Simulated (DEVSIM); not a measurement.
Device: Schottky contact on n-type β-Ga2O3, at 300 K.

Layer 1 from the left is β-Ga2O3, thickness (μm) 0.320, Nd (cm⁻³) 1.9e16, τn (s) 2.1e-8, τp (s) 2.1e-8. Layer 2 from the left is β-Ga2O3, thickness (μm) 17.0, Nd (cm⁻³) 7e17, τn (s) 2.1e-8, τp (s) 2.1e-8.

Left contact: Schottky, work function 5.52 eV, emission velocity 4.3e6 cm/s. Right contact: ohmic. Voltage is applied to the left contact. Recombination: SRH at mid-gap, Auger. Mobility is μmin + (μ − μmin)/(1 + (N/Nref)^α).

The device is made up for the run: typed textbook-type constants, with dimensions and the other settings drawn at random. Values at 300 K.

β-Ga2O3: gap (eV) 4.8, affinity (eV) 4, permittivity 10, Nc (cm⁻³) 3.7e18, Nv (cm⁻³) 5e20, μn (cm²/Vs) 160, μp (cm²/Vs) 1, μn,min 20, μp,min 0.1, Nref,n 1e18, Nref,p 1e18, αn 0.8, αp 0.8, Cn (cm⁶/s) 1e-31, Cp (cm⁶/s) 1e-31.

Simulated with DEVSIM: 1D drift-diffusion, Boltzmann statistics, complete ionisation; no tunnelling, impact ionisation, image-force lowering or self-heating. Metal contacts follow the ideal Schottky-Mott rule: no Fermi-level pinning, no interface dipoles.

Dark forward current:

```
|V| (V)  |J| (A/cm²)
-------  -----------
0.40       2.895e-13
0.45       1.988e-12
0.50       1.365e-11
0.55       9.360e-11
0.60       6.416e-10
0.65        4.393e-9
0.70        3.005e-8
0.75        2.053e-7
0.80        1.401e-6
0.85        9.535e-6
0.90        6.477e-5
0.95       0.0004385
1.00        0.002957
1.05         0.01982
1.10          0.1316
1.15          0.8583
1.20           5.313
1.25           27.65
1.30           97.08
1.35           221.8
1.40           384.0
1.45           568.2
1.50           765.8
1.55           972.3
1.60            1185
1.65            1402
```

Work out the local ideality factor n = ΔV / (kT/q · ln(J2/J1)) between the rows 0.40 and 0.45 V, 1.60 and 1.65 V.

kT/q = 25.85 mV. From 0.40 to 0.45 V: ln(1.988e-12/2.895e-13) = 1.927, n = 1.00, near the 1 of diffusion or emission over a barrier. From 1.60 to 1.65 V: ln(1402/1185) = 0.168, n = 11.50; the layers' resistance at their doping, Σ W/(qμN) = 0.00022 Ω cm², would take 48 mV of this step of 50 mV.

Estimate the current at 0.75 V for emission alone, J0 = q v N_band exp(−φB/kT), and read the barrier back from the simulated current.

φB = 1.520 eV, N_band = 3.70e18 cm⁻³, J0 = 7.41e-20 A/cm²; J = J0 (exp(qV/kT) − 1) = 2.95e-7 A/cm². The simulation gives 2.05e-7 A/cm²; the estimate lies 44 % above. Read backwards, the simulated current gives an apparent barrier of 1.529 eV. The estimate leaves out transport through the depletion region and minority injection.
